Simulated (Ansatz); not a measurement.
## Response to strain in MgS

Start from MgS in the rock salt structure (space group Fm-3m, No. 225; a = 5.1292 Å). Axes: x, y, z lie along the cube axes.

Strains are applied to the cell and any free atomic positions relax; under biaxial strain the out-of-plane vector relaxes too.

The values are results of Kohn–Sham DFT with the LDA functional, run in Ansatz (a quantum-chemistry and plane-wave program) with PAW and 420 eV plane waves, scalar-relativistic without spin-orbit coupling, not measurements.

| biaxial strain, plane normal [001], relaxed out of plane (%) | band gap (eV) |
|---|---|
| 0 | 2.65 |
| 0.5 | ? |
| 1 | 2.54 |
| 1.5 | 2.49 |
| 2 | 2.45 |
| 2.5 | 2.40 |
| 3 | 2.36 |

Task: Fit E_g = E₀ + Dε (ε in %) to the rows shown and predict the withheld row.

Result: Least squares on the printed values gives E₀ = 2.64 eV, D = -96.3 meV per % of strain (largest residual 0.01 eV); this predicts 2.59 eV, and the run gives 2.59 eV, in agreement.

Stability against distortions was not tested.
